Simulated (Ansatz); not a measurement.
The parent structure is ZnCu₂SnS₄ (space group I-4, No. 82).

```
CELL_PARAMETERS angstrom
     -2.70703     2.70703     5.41081
      2.70703    -2.70703     5.41081
      2.70703     2.70703    -5.41081
ATOMIC_POSITIONS crystal
  Cu 0.00000 0.00000 0.00000
  Cu 0.75000 0.25000 0.50000
  Zn 0.25000 0.75000 0.50000
  Sn 0.50000 0.50000 0.00000
  S  0.63521 0.62870 0.52216
  S  0.10654 0.11306 0.47784
  S  0.37130 0.89346 0.00652
  S  0.88694 0.36479 0.99348
```

Cartesian axes are those of the cell as printed.

Computed with r2SCAN (Ansatz, a quantum-chemistry and plane-wave program, PAW, spin-orbit coupling left out).

Before the change:

- Band gap = 0.47 eV
- Shortest interatomic distance = 2.299 Å

Now apply this change: the cell is stretched by 5.63 % along z with no lateral relaxation; the atoms relax in the strained cell.

**Question.** What happens to the energy relative to the base, band gap, shortest interatomic distance and largest internal atomic displacement?

**Answer.** The energy goes up by 19 meV/atom; the band gap falls by 0.160 eV to 0.32 eV; the shortest interatomic distance grows by 0.0481 Å, from 2.299 Å to 2.348 Å; the largest internal atomic displacement comes out as 0.013 Å.

Stability against distortions was not tested. The final runs are not spin-polarised.
